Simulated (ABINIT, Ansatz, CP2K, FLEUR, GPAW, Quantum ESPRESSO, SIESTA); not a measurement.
**Code comparison for Ba2PdO3 (Immm, 6 atoms in the cell)**

Self-consistent single point.

```yaml
crystal:
  lattice:
    - [-1.93974, 2.05751, 6.68574]
    - [1.93974, -2.05751, 6.68574]
    - [1.93974, 2.05751, -6.68574]
  atoms:
    - { symbol: Ba, position: [0.64529, 0.64529, 0.00000] }
    - { symbol: Ba, position: [0.35471, 0.35471, 0.00000] }
    - { symbol: Pd, position: [0.00000, 0.00000, 0.00000] }
    - { symbol: O, position: [0.84579, 0.84579, 0.00000] }
    - { symbol: O, position: [0.15421, 0.15421, 0.00000] }
    - { symbol: O, position: [0.50000, 0.00000, 0.50000] }
```

All programs got the same cell, k-point mesh and kind of occupations (in Ansatz's words: kpoints.mp_grid.grid = 6 6 6; scf.occupations.method = fermi_dirac; scf.occupations.width = 0.1 eV); potentials, basis and cutoffs are each program's usual ones.

```csv
code,model,pressure (GPa),largest force (eV/Å),k-points,cutoff
Ansatz,"PBEsol, PAW files made with PBE",-4.36,0.061,46,default
SIESTA,"GGA PBEsol, numerical atomic orbitals TZP, PseudoDojo PBEsol standard norm-conserving potentials (rewritten from UPF to PSML)",-1.28,0.557,132,grid 400 Ry
Quantum ESPRESSO,"PBEsol, GBRV 1.5 ultrasoft (PBESOL) pseudopotentials",-2.91,0.047,46,40 Ry
FLEUR,"PBEsol, all-electron FLAPW (FLEUR), scalar-relativistic valence",–,0.074,46,Kmax 4.6 1/bohr
ABINIT,"PBEsol, PAW (JTH v2.0 PBE PAW, files made for PBE)",-3.28,0.095,46,48 Ry
CP2K,"PBEsol, GPW, DZVP-MOLOPT-PBE-GTH basis, GTH-PBE potentials (POTENTIAL_UZH)",-0.74,0.079,112,grid 500 Ry
GPAW,"PBEsol, GPAW PAW datasets PBEsol (made by gpaw-setup)",–,0.049,46,950 eV
```

Size of the force on each atom (eV/Å): Sizes of forces hide their directions.

| code | Ba1 | Ba2 | Pd3 | O4 | O5 | O6 |
|---|---|---|---|---|---|---|
| Ansatz | 0.061 | 0.061 | 0.000 | 0.012 | 0.012 | 0.000 |
| SIESTA | 0.557 | 0.557 | 0.000 | 0.310 | 0.310 | 0.000 |
| Quantum ESPRESSO | 0.047 | 0.047 | 0.000 | 0.045 | 0.045 | 0.000 |
| FLEUR | 0.074 | 0.074 | 0.000 | 0.061 | 0.061 | 0.000 |
| ABINIT | 0.051 | 0.051 | 0.000 | 0.095 | 0.095 | 0.000 |
| CP2K | 0.044 | 0.044 | 0.000 | 0.079 | 0.079 | 0.000 |
| GPAW | 0.049 | 0.049 | 0.000 | 0.016 | 0.016 | 0.000 |

A dash marks a value that a program does not give, or that is left out as unsure.

The spread over the programs that give each value: pressure within 3.62 GPa; largest force within 0.510 eV/Å.

The starting cell comes from a database of computed structures (which also holds hypothetical and non-ambient phases and stackings), without a prior relaxation at this level. On Ansatz's run: Spin polarisation is off. In the base run, with a pressure of about -4 GPa the cell is away from its equilibrium volume at this level.

Task: Why do the programs differ, and what cannot be compared?

Result: Differences of this kind can come from the potentials, where these differ, and from what each basis and cutoff leave unconverged. The valence holds different numbers of electrons (Ansatz (an electronic-structure program) 56, SIESTA 56, Quantum ESPRESSO 54, FLEUR 54, ABINIT 56, CP2K 56, GPAW 54). The zero of total energies and Fermi levels follows the potentials and each program's conventions, so they are not compared here. SIESTA and CP2K use small atom-centred bases, whose incompleteness enters pressures, forces and empty levels differently from a plane-wave cutoff. FLEUR treats all electrons, but the usual bases taken here (sphere radii, linearisation, local orbitals, empty states) were not tested for convergence, so the values are no reference for the others. Ansatz's pressure is given at a fixed set of plane waves, as the other plane-wave codes print theirs; with its correction for the finite basis it is -4.08 GPa (the shift of 0.28 GPa shows how far the cutoff is from converged). The pressure of GPAW is left out: its cutoff lies under the one at which its stress was checked. The programs reduce the same mesh by symmetry to different extents, which changes the work and not the result. In the pressure, Ansatz (by 1.08), SIESTA (by 2.01) and CP2K (by 2.54) lie more than 1 GPa from the median of the plane-wave programs. In the force vectors, SIESTA (by 0.506) and ABINIT (by 0.097) lie more than 0.08 eV/Å from the median of the plane-wave programs.

Keys are those of Ansatz 0.2.
